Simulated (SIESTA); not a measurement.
Band structure of TiCrB₄ (P6/mmm, 6 atoms in the cell).

```
TiCrB4
1.0
    3.01633     0.00000     0.00000
   -1.50816     2.61222     0.00000
    0.00000     0.00000     6.13163
Ti Cr B
1 1 4
Direct
  0.00000   0.00000   0.50000
  0.00000   0.00000   0.00000
  0.33333   0.66667   0.75959
  0.66667   0.33333   0.24041
  0.66667   0.33333   0.75959
  0.33333   0.66667   0.24041
```

Level of theory: LDA PW92, numerical atomic orbitals TZP, PseudoDojo LDA standard norm-conserving potentials (rewritten from UPF to PSML) (SIESTA).

Settings: XC.functional = LDA; XC.authors = PW92; potentials = PseudoDojo LDA standard; PAO.BasisSize = TZP; PAO.EnergyShift = 0.01 Ry; MeshCutoff = 350 Ry; kgrid.MonkhorstPack = 10 10 5; OccupationFunction = MP; OccupationMPOrder = 0; ElectronicTemperature = 136 meV; MaxSCFIterations = 150; SCF.Mixer.Method = Pulay; SCF.Mixer.Weight = 0.25; SCF.Mixer.History = 8.

The starting cell comes from a database of computed structures (which also holds hypothetical and non-ambient phases and stackings), without a prior relaxation at this level. Spin polarisation is off. Values carry the incompleteness of an atom-centred basis.

Levels in eV from the Fermi level, bands 16 to 21:
| point | 16 | 17 | 18 | 19 | 20 | 21 |
|---|---|---|---|---|---|---|
| Γ | -1.69 | -1.69 | -0.94 | -0.94 | -0.53 | -0.53 |
| M | -3.86 | -3.54 | -3.03 | 0.15 | 0.24 | 0.70 |
| K | -3.92 | -2.33 | -2.33 | -0.04 | 0.25 | 0.25 |
| A | -2.35 | -1.39 | -1.39 | -0.70 | 0.32 | 0.32 |
| L | -3.71 | -3.45 | -2.96 | 0.24 | 0.25 | 1.28 |
| H | -3.53 | -3.07 | -3.07 | 0.01 | 1.12 | 1.12 |

Bands cross the Fermi level along this path, so the cell is metallic at this level.

Higher empty bands are left out: an atom-centred basis made for the valence describes them poorly.
